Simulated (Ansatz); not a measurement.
## hypothetical fluorite TeO2 with two functionals, pressure 30 GPa

Start from TeO2 in the fluorite structure (space group Fm-3m, No. 225; a = 5.385 Å; a hypothetical phase, not in the database extracts checked).

(Cell as relaxed with PBE.)

Levels (all Ansatz, a quantum-chemistry and plane-wave program, PAW, earlier PAW set): PBE (420 eV, spin-orbit coupling left out); PBEsol (420 eV, spin-orbit coupling left out).

Each level relaxes its own structure.

```csv
base,PBE,PBEsol
volume per atom,13.01 Å³,12.57 Å³
lattice parameter a,538.5 pm,532.3 pm
band gap,0.82 eV,0.73 eV
```

It is then changed as follows: cell and atoms relaxed at a pressure of 30 GPa.

```json
[
 {"quantity": "lattice parameter a", "PBE": "514.4 pm", "PBEsol": "510.1 pm"},
 {"quantity": "shift of the gap caused by the change", "PBE": "-0.11 eV", "PBEsol": "-0.18 eV"},
 {"quantity": "hole mass", "PBE": "0.80 mₑ along k, 1.1 mₑ across (at L)", "PBEsol": "0.42 mₑ along k, 2.4 mₑ across (at L)"},
 {"quantity": "valley order (the lowest conduction-band minima on the path, energy above the VBM, named in the base's zone)", "PBE": "a point along ⟨100⟩, about 0.6 Å⁻¹ from Γ 0.71 eV; a point along ⟨110⟩, about 0.1 Å⁻¹ from Γ 1.60 eV", "PBEsol": "a point along ⟨100⟩, about 0.6 Å⁻¹ from Γ 0.55 eV; a point along ⟨110⟩, about 0.1 Å⁻¹ from Γ 1.45 eV"}
]
```

PBE's lattice parameter a lies 4.3 pm above PBEsol's (0.8 %); PBE's shift of the gap caused by the change lies 0.07 eV above PBEsol's; both order the valleys alike. Neither level is exact; PBEsol is the comparison here, not a measurement.

Spin-orbit coupling, missing from the scalar runs, can matter with Te. Load acts through the strain it causes; cell and atoms are relaxed under it. Effective masses come from finite differences of ±0.01 Å⁻¹. Along k means along the line from Γ to the band edge. Whether these cells are dynamically stable was not tested. Competing high-pressure phases were not computed.
